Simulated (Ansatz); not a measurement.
For Ge (model structure, started from the C4 type, I4₁32, No. 214, 4 atoms in the cell), PBEsol (Ansatz, a first-principles code, PAW) gives:

| Item | Value |
|---|---|
| lattice constant a | 6.800 Å |
| bulk modulus | 26.1 GPa |
| cohesive energy | 3.18 eV/atom |

**Question.** What does r²SCAN (plane waves, PAW; Ansatz) give for the same quantities?

**Answer.** 
- lattice constant a: 6.777 Å (decreases by 0.3 %)
- bulk modulus: 27.7 GPa (rises by 6.1 %)
- cohesive energy: 2.85 eV/atom (shrinks by 0.33 eV/atom)

Changes are worked out from the printed values.

Unless a cell is named, each level is at its own relaxed cell (PBEsol 39.30, r²SCAN 38.91 Å³/atom).

Caveats: the bulk modulus is −V dP/dV from two relaxed cells at ±2 % in volume (PBEsol, r²SCAN). Ansatz's density-functional and Hartree–Fock values are scalar-relativistic unless marked +SOC, with PAW data made under PBE.

A model structure was made by putting elements into a prototype or built by hand; it is no filed structure, need not be a known phase, and can be a saddle point held by its symmetry.
